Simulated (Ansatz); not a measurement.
The parent structure is PtTe2 (space group P-3m1, No. 164; a = 4.053 Å, c = 5.097 Å; layered; relaxed with 0.1 eV smearing). Axes: x lies along a and z along c of the hexagonal cell.

Method: Ansatz (a quantum-chemistry and plane-wave program), PBE-D3(BJ), PAW, cutoff 420 eV, without spin-orbit coupling.

Strains are applied to the cell and any free atomic positions relax.

One change was made to it. Results:

The energy increases by 0.6 meV/atom; the shortest interatomic distance falls by 0.003 Å (2.707 Å → 2.704 Å).

Question: Which of these changes matches the shifts?
(A) uniaxial strain ε_zz = −2.50 %
(B) uniaxial strain ε_zz = +2.00 %
(C) uniaxial strain ε_zz = −1.00 %

Answer: C, uniaxial strain ε_zz = −1.00 %. For comparison, the energy relative to the base in the other runs: uniaxial strain ε_zz = +2.00 % gives +2.2 meV/atom; uniaxial strain ε_zz = −2.50 % gives +4.0 meV/atom.

Stability against distortions was not tested. The final runs are not spin-polarised.
